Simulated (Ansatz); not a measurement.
The parent structure is Ir in the fcc (Cu type) structure (space group Fm-3m, No. 225; a = 3.8713 Å; relaxed with 0.1 eV smearing). Axes: x, y, z lie along the cube axes.

Level of theory: PBE (Ansatz, a program for electronic structure; PAW; 420 eV plane waves; no spin-orbit coupling), earlier PAW set.

Base values:

The pressure comes out as 0.0 GPa.

It is then changed as follows: uniaxial strain ε_xx = +0.33 %, all other strain components held at zero; the atoms relax in the strained cell.

Estimate the effect on the pressure.

The pressure (mean of the normal stresses, compression positive) goes from zero to -1.1 GPa.

No phonon test of stability was made. All final runs are without spin polarisation.
